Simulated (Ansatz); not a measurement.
A relaxation of cell and atoms of SiNi (P2_13, 8 atoms in the cell) with Ansatz (a quantum-chemistry and plane-wave program).

Computed with LDA (PW92), default PAW files made with PBE (plane waves; Ansatz).

The change in words: atoms on their sites; basis.ecutwfc: 420 eV → 355 eV; relax: default → cell and atoms. Reference geometry:
```
SiNi
1.0
    4.52621     0.00000     0.00000
    0.00000     4.52621     0.00000
    0.00000     0.00000     4.52621
Si Ni
4 4
Cartesian
  2.95638   0.69328   1.56982
  3.86180   3.86180   3.86180
  0.69328   1.56982   2.95638
  1.56982   2.95638   0.69328
  1.58644   3.84954   2.93977
  0.67667   0.67667   0.67667
  3.84954   2.93977   1.58644
  2.93977   1.58644   3.84954
```

Reference input (self-consistent single point, DFT, LDA (PW92), plane waves, default PAW files made with PBE): basis.ecutwfc = 420 eV; kpoints.mp_grid.grid = 5 5 5; hamiltonian.xc = lda; hamiltonian.pseudopotentials = {kind: paw} (the program's default PAW files); scf.occupations.method = gaussian; scf.occupations.width = 0.1 eV. This run's input differs from it in these lines:

Ansatz 0.2 input:
```diff
@@ -7,3 +7,3 @@
     - { symbol: Si, position_ang: [2.95638328, 0.69327928, 1.56982472] }
-    - { symbol: Si, position_ang: [3.86179688, 3.86179688, 3.86179688] }
+    - { symbol: Si, position_ang: [3.83292872, 3.83292872, 3.83292872] }
     - { symbol: Si, position_ang: [0.69327928, 1.56982472, 2.95638328] }
@@ -15,3 +15,3 @@
 basis:
-  ecutwfc: 420.0 eV
+  ecutwfc: 355.0 eV
 kpoints:
@@ -23,2 +23,4 @@
   occupations: { method: gaussian, width: 0.1 eV }
+relax:
+  cell: {}
 output:
```

Output, abridged:

```
   [... SCF lines of the steps left out ...]
relax step   1: F+E_penalty+E_count = -25531.83174693 eV  Δ(F+E_penalty+E_count) = +0.000e0 eV  max|allowed force component| = 3.880e-2 eV/Å  Δτ_max = 0.0000 Å  P = -11.673 GPa  Ω = 92.726 Å³  (7 SCF iters, dr2 threshold 1.00e-7 eV, accepted)
relax step   2: F+E_penalty+E_count = -25532.04881510 eV  Δ(F+E_penalty+E_count) = -2.171e-1 eV  max|allowed force component| = 1.943e-2 eV/Å  Δτ_max = 0.0017 Å  P = -4.734 GPa  Ω = 89.382 Å³  energy of the carried Pulay correction = +4.344e-2 eV  [...]
   [... lines left out ...]
relax step   6: F+E_penalty+E_count = -25532.06102045 eV  Δ(F+E_penalty+E_count) = -6.402e-3 eV  max|allowed force component| = 5.445e-3 eV/Å  Δτ_max = 0.0026 Å  P = +0.011 GPa  Ω = 87.034 Å³  energy of the carried Pulay correction = +5.241e-3 eV  [...]
relax step   7: F+E_penalty+E_count = -25532.05426460 eV  Δ(F+E_penalty+E_count) = +6.756e-3 eV  max|allowed force component| = 5.413e-3 eV/Å  Δτ_max = 0.0000 Å  P = -0.044 GPa  Ω = 87.034 Å³  stress off target by 4.43e-2 GPa  SCF on the basis [...]
basis re-selected at this cell: Δ(F+E_penalty+E_count) = +6.756e-3 eV, ΔP = -0.055 GPa vs the last step
the relaxation is at rest under the 12 symmetry operations that the run kept from its start: a minimum is not shown …
Free energy (F): -25532.054265 eV
Internal energy: -25532.042938 eV  (E = F + TS)
E sigma→0 (E₀):  -25532.048601 eV
Entropy (-TS):   -0.011327 eV (-1.416 meV/atom)
Fermi energy:    17.228880 eV
--- Forces (eV/Å), atoms counted from 1 ---
  atom   1  Si     0.00541293     0.00541293    -0.00541293
   [... lines left out ...]
  cell:  # Å, volume = 87.0343 Å³
   [... lines left out ...]
    - { symbol: Ni, position: [0.3509533394193435, 0.8509533394193435, 0.6490466605806564] }
    - { symbol: Ni, position: [0.14904666058065652, 0.14904666058065652, 0.14904666058065652] }
    - { symbol: Ni, position: [0.8509533394193435, 0.6490466605806564, 0.3509533394193435] }
    - { symbol: Ni, position: [0.6490466605806564, 0.3509533394193435, 0.8509533394193435] }
```

The run converged.  The full log also holds: “iter 5 did not close the SCF: its close was put off for the readings that it lacked (scf_convergence_deferred on its scf_iter line)”. The full log also holds: “iter 4 did not close the SCF: its close was put off for the readings that it lacked (scf_convergence_deferred on its scf_iter line)”.

Summary of the result:
Free energy E − TS (on the zero of these files): -25532.0543 eV
Fermi level (on the code's own zero): 17.23 eV
Pressure: -0.04 GPa
Largest force (vector length): 0.009 eV/Å
Final cell: a = b = c = 4.432 Å, α = β = γ = 90.00°
Final volume per atom: 10.88 Å³
Relaxation steps: 7

The starting cell comes from a database of computed structures (which also holds hypothetical and non-ambient phases and stackings), without a prior relaxation at this level. Its lattice was rescaled by up to half a per cent. Spin polarisation is off. The relaxation keeps the symmetry of its start, so its end need not be a minimum. Ansatz's pressure includes its estimate of the finite-basis (Pulay) stress. Without the estimate this run gives -2.32 GPa. The cutoff lies below the one recommended for these files.
